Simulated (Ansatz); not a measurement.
This Ansatz (an electronic-structure program) input is the reference run, HgSe in the zinc blende structure (space group F-43m, No. 216), computed with PBEsol (Ansatz), no spin-orbit coupling:

Ansatz 0.2 input:
```yaml
crystal:
  lattice:
    - [0, 3.0663910055, 3.0663910055]
    - [3.0663910055, 0, 3.0663910055]
    - [3.0663910055, 3.0663910055, 0]
  atoms:
    - { symbol: Hg, position: [0, 0, 0] }
    - { symbol: Se, position: [0.25, 0.25, 0.25] }
basis: { ecutwfc: 420, ecutrho_ratio: 4, xc_grid: 2, fft_grid_basis: typed }
kpoints: { mp_grid: { grid: [9, 9, 9] } }
hamiltonian:
  xc: pbesol
  dispersion: none
  pseudopotentials: { kind: paw }
scf: { occupations: { method: fermi_dirac, width: 0.05 }, convergence: { dr2_threshold: 0.0000000002 } }
output: { forces: true, stress: true }
checkpoint: { write: state.ck, write_every: 1000 }
```

### Question
Write the input for this change: tensor shear ε_xy = +1.71 % (engineering shear γ = 0.0342); the atoms relax in the strained cell.

### Answer
Ansatz 0.2 input:
```yaml
crystal:
  lattice:
    - [0.0524352862, 3.0663910055, 3.0663910055]
    - [3.0663910055, 0.0524352862, 3.0663910055]
    - [3.1188262917, 3.1188262917, 0]
  atoms:
    - { symbol: Hg, position: [0, 0, 0] }
    - { symbol: Se, position: [0.25, 0.25, 0.25] }
basis: { ecutwfc: 420, ecutrho_ratio: 4, xc_grid: 2, fft_grid_basis: typed }
kpoints: { mp_grid: { grid: [9, 9, 9] } }
hamiltonian:
  xc: pbesol
  dispersion: none
  pseudopotentials: { kind: paw }
scf: { occupations: { method: fermi_dirac, width: 0.05 }, convergence: { dr2_threshold: 0.0000000002 } }
relax: { f_tol: 0.005, max_steps: 50 }
output: { forces: true, stress: true }
checkpoint: { write: state.ck, write_every: 1000 }
```
This is the input that was run.

Stability against distortions was not tested. The final runs are not spin-polarised.
